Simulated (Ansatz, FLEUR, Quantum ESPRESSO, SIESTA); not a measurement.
# One structure in several programs: Re3Tc (P6_3/mmc, 8 atoms in the cell)

Self-consistent single point.

```
Re3Tc
1.0
    5.47758     0.00000     0.00000
   -2.73879     4.74372     0.00000
    0.00000     0.00000     4.42934
Tc Re
2 6
Cartesian
  0.00000   3.16248   3.32201
  2.73879   1.58124   1.10734
  0.00000   1.57980   1.10734
  2.73879   3.16392   3.32201
  4.10943   0.78990   3.32201
 -1.37064   3.95382   1.10734
  1.37064   3.95382   1.10734
  1.36815   0.78990   3.32201
```

Shared settings, as Ansatz (a program for electronic structure) writes them: kpoints.mp_grid.grid = 3 3 4; scf.occupations.method = gaussian; scf.occupations.width = 0.2 eV. Potentials and cutoffs stand in the table.

| code | model | pressure (GPa) | largest force (eV/Å) | cutoff |
|---|---|---|---|---|
| Quantum ESPRESSO | PBEsol, PseudoDojo standard norm-conserving (PBESOL) pseudopotentials | 1.92 | 0.063 | 85 Ry |
| FLEUR | PBEsol, all-electron FLAPW (FLEUR), scalar-relativistic valence | – | 0.053 | Kmax 4.2 1/bohr |
| Ansatz | PBEsol, PAW files | 1.90 | 0.060 | default |
| SIESTA | GGA PBEsol, numerical atomic orbitals DZP, PseudoDojo PBEsol standard norm-conserving potentials (rewritten from UPF to PSML) | 4.51 | 0.011 | grid 350 Ry |

A dash marks a value that a program does not give, or that is left out as unsure.

On Ansatz's run: spin-orbit coupling is off. Spin polarisation is off.

The spread over the programs that give each value: pressure within 2.61 GPa; largest force within 0.052 eV/Å.

SIESTA uses small atom-centred bases, whose incompleteness enters pressures, forces and empty levels differently from a plane-wave cutoff. FLEUR treats all electrons, but the usual bases taken here (sphere radii, linearisation, local orbitals, empty states) were not tested for convergence, so the values are no reference for the others. Ansatz's pressure is given at a fixed set of plane waves, as the other plane-wave codes print theirs. In the pressure, SIESTA (by 2.61) lies more than 1 GPa from the median of the plane-wave programs.

On the base mesh (4 4 5) the same programs gave: Ansatz pressure 0.91 GPa; Quantum ESPRESSO pressure 0.94 GPa; SIESTA pressure 3.46 GPa.

The values differ from the base mesh's, so the mesh still matters here: the table compares the programs at equal settings.

The starting cell comes from a database of computed structures (which also holds hypothetical and non-ambient phases and stackings), without a prior relaxation at this level. Its lattice was rescaled by a random factor within 2.5 % of one.

Left out of this page: ABINIT (with a known weakness of the program).

Keys are those of Ansatz 0.2.
